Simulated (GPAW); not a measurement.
A working GPAW input for CuSe2 (Pnnm, 6 atoms in the cell) (DFT PBEsol, plane waves, GPAW PAW datasets PBEsol (made by gpaw-setup)):

```python
from ase import Atoms
from ase.units import GPa
from gpaw import GPAW

atoms = Atoms(['Cu', 'Cu', 'Se', 'Se', 'Se', 'Se'],
              cell=[[5.086507, 0.000000, 0.000000],
                    [0.000000, 6.269668, 0.000000],
                    [0.000000, 0.000000, 3.790385]],
              scaled_positions=[[0.000000, 0.000000, 0.000000],
                                [0.500000, 0.500000, 0.500000],
                                [0.816500, 0.615100, 0.000000],
                                [0.183500, 0.384900, 0.000000],
                                [0.316500, 0.884900, 0.500000],
                                [0.683500, 0.115100, 0.500000]],
              pbc=True)

calc = GPAW(mode={'name': 'pw', 'ecut': 850},
            xc='PBEsol',
            kpts={'size': (3, 3, 4), 'gamma': True},
            occupations={'name': 'methfessel-paxton', 'width': 0.05, 'order': 1},
            nbands=-14,
            symmetry={'symmorphic': False, 'tolerance': 0.0005},
            maxiter=100)

atoms.calc = calc

energy = atoms.get_potential_energy()
print('Energy (eV):', round(energy, 6))
forces = atoms.get_forces()
print('Forces (eV/Ang):')
print(forces.round(5))
stress = atoms.get_stress()
print('Stress (GPa, Voigt):', (stress / GPa).round(4))
```

The run converged in 14 iterations: free energy E − TS (from the program's reference atoms) -24.4676 eV; Fermi level (on the code's own zero) 6.27 eV; pressure -4.31 GPa; largest force (vector length) 0.252 eV/Å. Each of these slips is then made, one at a time:

(1)
```diff
-                                [0.500000, 0.500000, 0.500000],
-                                [0.816500, 0.615100, 0.000000],
-                                [0.183500, 0.384900, 0.000000],
-                                [0.316500, 0.884900, 0.500000],
-                                [0.683500, 0.115100, 0.500000]],
+                                [2.543254, 3.134834, 1.895192],
+                                [4.153133, 3.856473, 0.000000],
+                                [0.933374, 2.413195, 0.000000],
+                                [1.609879, 5.548029, 1.895192],
+                                [3.476628, 0.721639, 1.895192]],
```

(2)
```diff
-              cell=[[5.086507, 0.000000, 0.000000],
-                    [0.000000, 6.269668, 0.000000],
-                    [0.000000, 0.000000, 3.790385]],
+              cell=[[2.691664, 0.000000, 0.000000],
+                    [0.000000, 3.317765, 0.000000],
+                    [0.000000, 0.000000, 2.005785]],
-            maxiter=100)
+            maxiter=60)
```

Problem. What happens in each case?

Solution. 
(1) Fractional and Cartesian coordinates mixed up. The run converged in 25 iterations without an error; against the sound input the free energy rises by 15.7 eV/atom, the pressure goes from -4.31 to 209.0 GPa and the largest force goes from 0.252 to 165.4 eV/Å.

(2) Cell lengths in the wrong unit (bohr against Å). The run converged in 33 iterations without an error; against the sound input the free energy rises by 93.5 eV/atom, the pressure goes from -4.31 to 9626 GPa and the largest force goes from 0.252 to 91.16 eV/Å.

The starting cell comes from a database of published, mostly measured structures (it also holds non-ambient and calculated ones), without a prior relaxation at this level. Its lattice was rescaled by a random factor within 2.5 % of one. Spin polarisation is off. In the base run, with a pressure of about -4 GPa the cell is away from its equilibrium volume at this level. The run gives no clean gap (levels at the Fermi energy touch, overlap or are partly filled at this smearing), which alone does not show that the compound is a metal. Without a gap this mesh is coarse (it stands for a supercell whose shortest vector is 15 Å).

Left out of this page: 4 runs of the series outside the window shown, repeating another row's setting, or not comparable.
